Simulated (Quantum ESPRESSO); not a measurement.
A user runs Quantum ESPRESSO on La2B4O9 (P-1, 30 atoms in the cell) and asks whether the run is sound. The aim is a self-consistent single point with DFT, PBEsol, plane waves, GBRV 1.5 ultrasoft (PBESOL) pseudopotentials.

Input:

```fortran
&CONTROL
   calculation = 'scf'
   prefix = 'scf'
   outdir = './out'
   pseudo_dir = './'
   tprnfor = .true.
   tstress = .true.
/
&SYSTEM
   ibrav = 0
   nat = 30
   ntyp = 3
   ecutwfc = 40
   ecutrho = 200
   occupations = 'smearing'
   smearing = 'fermi-dirac'
   degauss = 0.05
/
&ELECTRONS
   conv_thr = 1.0e-11
   mixing_beta = 0.4
/
ATOMIC_SPECIES
La   138.9055  la_pbesol_v1.uspp.F.UPF
B     10.8100  b_pbesol_v1.4.uspp.F.UPF
O     15.9990  o_pbesol_v1.2.uspp.F.UPF
CELL_PARAMETERS {angstrom}
   6.3242410000     0.0000000000     0.0000000000
  -1.4593040000     6.5272150000     0.0000000000
  -0.8783690000    -1.8040670000     7.4112450000
ATOMIC_POSITIONS {crystal}
La    0.1141800000    0.3208300000    0.6431900000
La    0.8858200000    0.6791700000    0.3568100000
La    0.4579300000    0.9066500000    0.7187000000
La    0.5420700000    0.0933500000    0.2813000000
B     0.0068200000    0.8443800000    0.8182700000
B     0.9931800000    0.1556200000    0.1817300000
B     0.2753300000    0.6647400000    0.0195600000
B     0.7246700000    0.3352600000    0.9804400000
B     0.3709000000    0.6420200000    0.3424300000
B     0.6291000000    0.3579800000    0.6575700000
B     0.3372400000    0.3298500000    0.0753700000
B     0.6627600000    0.6701500000    0.9246300000
O     0.0612500000    0.9424100000    0.6842200000
O     0.9387500000    0.0575900000    0.3157800000
O     0.1455300000    0.7230500000    0.8691100000
O     0.8544700000    0.2769500000    0.1308900000
O     0.2313500000    0.4386800000    0.9653700000
O     0.7686500000    0.5613200000    0.0346300000
O     0.2234700000    0.5936000000    0.4688800000
O     0.7765300000    0.4064000000    0.5311200000
O     0.2420900000    0.7320500000    0.2048900000
O     0.7579100000    0.2679500000    0.7951100000
O     0.1823600000    0.1486100000    0.1142100000
O     0.8176400000    0.8513900000    0.8857900000
O     0.4318400000    0.1895800000    0.5658800000
O     0.5681600000    0.8104200000    0.4341200000
O     0.4930900000    0.2255400000    0.9864400000
O     0.5069100000    0.7744600000    0.0135600000
O     0.5483300000    0.5336400000    0.7508300000
O     0.4516700000    0.4663600000    0.2491700000
K_POINTS {automatic}
3 3 2  0 0 0
```

Output (repeated stretches shortened):

```
     Message from routine setup:
     using ibrav=0 with symmetry is DISCOURAGED, use correct ibrav instead
     G-vector sticks info
     --------------------
     sticks:   dense  smooth     PW     G-vecs:    dense   smooth      PW
   [... lines left out ...]
                       cart. coord. in units 2pi/alat
        k(    1) = (   0.0000000   0.0000000   0.0000000), wk =   0.1111111
        k(    2) = (   0.0000000   0.0000000  -0.4266652), wk =   0.1111111
        k(    3) = (   0.0000000   0.3229678   0.0786178), wk =   0.2222222
        k(    4) = (   0.0000000   0.3229678  -0.3480475), wk =   0.2222222
        k(    5) = (   0.3333333   0.0745241   0.0576470), wk =   0.2222222
        k(    6) = (   0.3333333   0.0745241  -0.3690182), wk =   0.2222222
        k(    7) = (   0.3333333   0.3974919   0.1362648), wk =   0.2222222
        k(    8) = (   0.3333333   0.3974919  -0.2904004), wk =   0.2222222
        k(    9) = (   0.3333333  -0.2484437  -0.0209708), wk =   0.2222222
        k(   10) = (   0.3333333  -0.2484437  -0.4476360), wk =   0.2222222

     Dense  grid:    98655 G-vectors     FFT dimensions: (  54,  60,  72)

     Smooth grid:    70571 G-vectors     FFT dimensions: (  50,  54,  60)

     Initial potential from superposition of free atoms

     starting charge     175.8802, renormalised to     176.0000

     negative rho (up, down):  3.051E-01 0.000E+00
     Self-consistent Calculation

     iteration #  1     ecut=    40.00 Ry     beta= 0.40

     negative rho (up, down):  2.940E-01 0.000E+00

     total energy              =   -1042.37334538 Ry
     estimated scf accuracy    <       5.25974329 Ry

     iteration #  2     ecut=    40.00 Ry     beta= 0.40

     negative rho (up, down):  2.227E-01 0.000E+00

     total energy              =   -1043.55658226 Ry
     estimated scf accuracy    <       0.41746496 Ry

     iteration #  3     ecut=    40.00 Ry     beta= 0.40
     c_bands:  1 eigenvalues not converged
     c_bands:  1 eigenvalues not converged
     c_bands:  1 eigenvalues not converged

     negative rho (up, down):  2.155E-01 0.000E+00

     total energy              =   -1043.61800983 Ry
     estimated scf accuracy    <       0.09764990 Ry

   [... 34 blocks of this kind left out ...]

     iteration # 38     ecut=    40.00 Ry     beta= 0.40

     negative rho (up, down):  2.000E-01 0.000E+00

     total energy              =   -1043.62627377 Ry
     estimated scf accuracy    <          2.6E-11 Ry

     iteration # 39     ecut=    40.00 Ry     beta= 0.40

     negative rho (up, down):  2.000E-01 0.000E+00
     End of self-consistent calculation

     the Fermi energy is    10.6618 ev

!    total energy              =   -1043.62627380 Ry
     estimated scf accuracy    <          6.4E-12 Ry
     smearing contrib. (-TS)   =      -0.19042655 Ry
     internal energy E=F+TS    =   -1043.43584725 Ry

     convergence has been achieved in  39 iterations

     negative rho (up, down):  2.000E-01 0.000E+00

     Forces acting on atoms (cartesian axes, Ry/au):

     atom    1 type  1   force =    -0.00010700   -0.00128536   -0.00471697
     atom    2 type  1   force =     0.00010700    0.00128536    0.00471697
     atom    3 type  1   force =    -0.00245266   -0.00081088   -0.00070648
     atom    4 type  1   force =     0.00245266    0.00081088    0.00070648
   [... lines left out ...]
     Total force =     0.039250     Total SCF correction =     0.000003
   [... lines left out ...]

     negative rho (up, down):  2.000E-01 0.000E+00
          total   stress  (Ry/bohr**3)                   (kbar)     P=       21.76
   0.00015775  -0.00001530  -0.00001724           23.21       -2.25       -2.54
  -0.00001530   0.00013575  -0.00001488           -2.25       19.97       -2.19
  -0.00001724  -0.00001488   0.00015031           -2.54       -2.19       22.11

   JOB DONE.
```

Task: Is this run sound? If not, what is wrong?

Result: The run is not sound. The fault is an energy in the wrong unit. A bare number is read in the key's own unit, and eV, Ry (13.6 eV) and Ha (27.2 eV) lie far apart, so the setting ends up far from the one that was meant. To fix it, convert the value to the unit that the key expects. The run converged in 39 iterations without an error; against the sound input the free energy drops by 17.8 meV/atom, the pressure goes from 1.13 to 2.18 GPa, the largest force goes from 0.451 to 0.353 eV/Å and the gap on the mesh goes from 4.844 to 5.209 eV.

The sound input it was made from differs as follows (other fixes are possible):
```diff
-   degauss = 0.05
+   degauss = 0.0036749
```

With that input, the run converged in 15 iterations: free energy E − TS -14198.7240 eV; top of the valence band (on the code's own zero) 8.19 eV; gap on the k-point mesh 4.84 eV; pressure 1.13 GPa; largest force (vector length) 0.451 eV/Å (DFT, PBEsol, plane waves, GBRV 1.5 ultrasoft (PBESOL) pseudopotentials).

On the sound input: the starting cell comes from a database of computed structures (which also holds hypothetical and non-ambient phases and stackings), without a prior relaxation at this level. Its lattice was rescaled by a random factor within 2.5 % of one.
